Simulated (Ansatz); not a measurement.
A self-consistent single point of Rb2Hg3Se4 (Ibam, 18 atoms in the cell) with Ansatz (an electronic-structure program).

Level of theory: PBEsol, default PAW files made with PBE (plane waves; Ansatz).

```
Rb2Hg3Se4
1.0
   -3.25600     5.89797     7.33251
    3.25600    -5.89797     7.33251
    3.25600     5.89797    -7.33251
Hg Se Rb
6 8 4
Cartesian
  0.00000   5.89797   3.66626
  3.25600   0.00000   3.66626
  0.00000   1.94480   3.66626
  3.25600   3.95317  -3.66626
  3.25600   3.95317   3.66626
  0.00000   1.94480  10.99877
  1.45537   4.35294   5.35332
 -1.45537   7.44300   5.35332
  1.45537   7.44300   1.97919
  1.80064  -1.54503   9.31171
  1.80064   1.54503   1.97919
  4.71137  -1.54503   1.97919
  1.80064  -1.54503   5.35332
  1.45537   7.44300  -1.97919
  1.50102   1.41811   7.33251
  1.75499   4.47986   0.00000
 -1.75499   4.47986   7.33251
  5.01099   1.41811   0.00000
```

Reference input (self-consistent single point, DFT, PBEsol, plane waves, default PAW files made with PBE): kpoints.mp_grid.grid = 3 3 3; hamiltonian.xc = pbesol; hamiltonian.pseudopotentials = {kind: paw} (the program's default PAW files); scf.occupations.method = cold; scf.occupations.width = 0.05 eV. This run's input differs from it in these lines:

Ansatz 0.2 input:
```diff
@@ -25,3 +25,3 @@
 kpoints:
-  mp_grid: { grid: [3, 3, 3] }
+  mp_grid: { grid: [3, 3, 3], shift: [0.5, 0.5, 0.5] }
 hamiltonian:
```

Output (repeated stretches shortened):

```
SCF iter   1: F=—  HF=-138280.129910 eV  |F-HF|=—  |Δ(HF+E_count)|=         —  Δρ=2.32e-3  dr2=4.18e-2  ethr=1.77e-3  ⟨swp⟩=5.9  Hψ=4775  notcnv=0  defer=78
all-band conjugate gradients solve this SCF's bands
preconditioner: auto → Resta (q_TF=auto, 2.434 Å⁻¹)
SCF iter   2: F=—  HF=-138280.131390 eV  |F-HF|=—  |Δ(HF+E_count)|=   1.48e-3  S|Δr|=    0.00e0  Δρ=1.19e-3  dr2=9.49e-3  ethr=1.47e-5  ⟨swp⟩=3.0  Hψ=2511  notcnv=0  defer=118
   [... lines left out ...]
SCF iter   6: F=—  HF=-138280.131886 eV  |F-HF|=—  |Δ(HF+E_count)|=   3.15e-4  S|Δr|=    0.00e0  Δρ=1.45e-5  dr2=1.78e-6  ethr=4.93e-9  ⟨swp⟩=2.0  Hψ=2181  notcnv=0  defer=118
SCF iter   7: F=—  HF=-138280.131887 eV  |F-HF|=—  |Δ(HF+E_count)|=   1.51e-6  S|Δr|=    0.00e0  Δρ=3.71e-6  dr2=1.14e-7  ethr=6.25e-10  ⟨swp⟩=2.0  Hψ=1781  notcnv=0  defer=118
SCF iter   8: F=-138280.131887 eV  HF=-138280.131887 eV  |F-HF|=2.85e-9  |Δ(HF+E_count)|=   9.31e-8  S|Δr|=    0.00e0  Δρ=1.12e-6  dr2=8.99e-9  ethr=3.52e-11  ⟨swp⟩=11.4  Hψ=6500  notcnv=0
SCF 1 converged in 8 iterations: F = -138280.131887 eV  dr2 = 8.99e-9
Stability not checked (fill_not_monotonic)
Free energy (F): -138280.131887 eV
Internal energy: -138280.131887 eV  (E = F + TS)
E sigma→0 (E₀):  -138280.131887 eV
Fermi energy:    7.448836 eV
--- Forces (eV/Å), atoms counted from 1 ---
  atom   1  Hg     0.00000000     0.00000000     0.00000000
  atom   2  Hg     0.00000000    -0.00000000    -0.00000000
  atom   3  Hg     0.00000000     0.00448563    -0.00000000
  atom   4  Hg     0.00000000    -0.00448563    -0.00000000
  atom   5  Hg     0.00000000    -0.00448563     0.00000000
   [... lines left out ...]
  atom  18  Rb     0.02406600     0.00043393     0.00000000
--- Stress (GPa, compression-positive) ---
       -0.920467       0.000000       0.000000
        0.000000      -0.893294      -0.000000
        0.000000      -0.000000      -1.390080
  P = ⅓ Tr σ = -1.0679 GPa (-10.679 kbar)
  The stress holds the Pulay correction. Without it, at fixed plane waves, as pw.x and ABINIT print it: P = -1.0850 GPa
```

The run converged in 8 iterations. Against the reference run the free energy is nearly the same (within 1 meV/atom), the pressure stays at -1.07 GPa, the largest force hardly changes (0.162 to 0.161 eV/Å) and the gap on the mesh goes from 1.038 to 1.476 eV.

The starting cell comes from a database of published, mostly measured structures (it also holds non-ambient and calculated ones), without a prior relaxation at this level. Its lattice was rescaled by a random factor within 2.5 % of one. Spin-orbit coupling is off. Ansatz's pressure includes its estimate of the finite-basis (Pulay) stress. Another mesh or the band path of this cell gives a smaller gap, so this value is not converged in the mesh.

Cost on one core of a shared machine: roughly 60 s.
